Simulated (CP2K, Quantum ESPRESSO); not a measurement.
A Quantum ESPRESSO input for a self-consistent single point of BaMg₂Sb₂ (P-3m1, 5 atoms in the cell) (DFT, PBEsol, plane waves, SSSP 1.1.2 efficiency (PBE) pseudopotentials):

```fortran
&CONTROL
  calculation = 'scf'
  prefix = 'pwscf'
  outdir = './work'
  pseudo_dir = './'
  tprnfor = .true.
  tstress = .true.
/
&SYSTEM
  ibrav = 0
  nat = 5
  ntyp = 3
  ecutwfc = 45
  ecutrho = 360
  occupations = 'fixed'
  nbnd = 28
  input_dft = 'pbesol'
/
&ELECTRONS
  conv_thr = 1.0d-10
  mixing_beta = 0.3
/
ATOMIC_SPECIES
Ba   137.3270  Ba.pbe-spn-kjpaw_psl.1.0.0.UPF
Mg    24.3050  Mg.pbe-n-kjpaw_psl.0.3.0.UPF
Sb   121.7600  sb_pbe_v1.4.uspp.F.UPF
ATOMIC_POSITIONS {crystal}
Ba    0.0000000000    0.0000000000    0.0000000000
Mg    0.6666666667    0.3333333333    0.3766600000
Mg    0.3333333333    0.6666666667    0.6233400000
Sb    0.6666666667    0.3333333333    0.7305100000
Sb    0.3333333333    0.6666666667    0.2694900000
K_POINTS {automatic}
6 6 3  0 0 0
CELL_PARAMETERS {angstrom}
   4.7985402650     0.0000000000     0.0000000000
  -2.3992701325     4.1556577705     0.0000000000
   0.0000000000     0.0000000000     8.2059000000
```

**Question.** Write the same calculation as an input for CP2K.

**Answer.** This is the input that was run; spellings and numerical settings could be chosen otherwise.

```
&GLOBAL
  PROJECT scf
  RUN_TYPE ENERGY_FORCE
  PRINT_LEVEL LOW
&END GLOBAL
&FORCE_EVAL
  METHOD Quickstep
  STRESS_TENSOR ANALYTICAL
  &DFT
    BASIS_SET_FILE_NAME BASIS_MOLOPT
    POTENTIAL_FILE_NAME GTH_POTENTIALS
    &QS
      METHOD GPW
      EPS_DEFAULT 1E-10
    &END QS
    &MGRID
      CUTOFF 1000
      REL_CUTOFF 60
      NGRIDS 5
    &END MGRID
    &SCF
      SCF_GUESS ATOMIC
      EPS_SCF 1E-6
      MAX_SCF 100
      ADDED_MOS 8
      &DIAGONALIZATION
        ALGORITHM STANDARD
      &END DIAGONALIZATION
      &MIXING
        METHOD BROYDEN_MIXING
        ALPHA 0.4
        NBUFFER 12
        BETA 1.5
      &END MIXING
    &END SCF
    &KPOINTS
      SCHEME MONKHORST-PACK 6 6 3
      GAMMA_CENTERED T
    &END KPOINTS
    &XC
      &XC_FUNCTIONAL
        &PBE
          PARAMETRIZATION PBESOL
        &END PBE
      &END XC_FUNCTIONAL
    &END XC
    &PRINT
      &MO
        EIGENVALUES T
        OCCUPATION_NUMBERS T
        NDIGITS 8
        FILENAME mo
        &EACH
          QS_SCF 0
        &END EACH
        ADD_LAST NUMERIC
      &END MO
      &MULLIKEN OFF
      &END MULLIKEN
    &END PRINT
  &END DFT
  &SUBSYS
    &CELL
      A 4.79854000 0.00000000 0.00000000
      B -2.39927000 4.15565800 0.00000000
      C 0.00000000 0.00000000 8.20590000
      PERIODIC XYZ
    &END CELL
    &COORD
      Ba       0.00000000     0.00000000     0.00000000
      Mg       2.39927240     1.38521795     3.09083429
      Mg      -0.00000240     2.77044005     5.11506571
      Sb       2.39927240     1.38521795     5.99449201
      Sb      -0.00000240     2.77044005     2.21140799
    &END COORD
    &KIND Ba
      BASIS_SET DZVP-MOLOPT-SR-GTH-q10
      POTENTIAL GTH-PBE-q10
    &END KIND
    &KIND Mg
      BASIS_SET DZVP-MOLOPT-SR-GTH-q10
      POTENTIAL GTH-PBE-q10
    &END KIND
    &KIND Sb
      BASIS_SET DZVP-MOLOPT-SR-GTH-q5
      POTENTIAL GTH-PBE-q5
    &END KIND
  &END SUBSYS
  &PRINT
    &FORCES ON
    &END FORCES
    &STRESS_TENSOR ON
    &END STRESS_TENSOR
  &END PRINT
&END FORCE_EVAL
```

Basis, cutoffs, solver keys and any potentials are the target program's own. This input uses DFT PBEsol, GPW, DZVP-MOLOPT-SR-GTH basis, GTH-PBE potentials (GTH_POTENTIALS).

The starting cell comes from a database of computed structures (which also holds hypothetical and non-ambient phases and stackings), without a prior relaxation at this level.
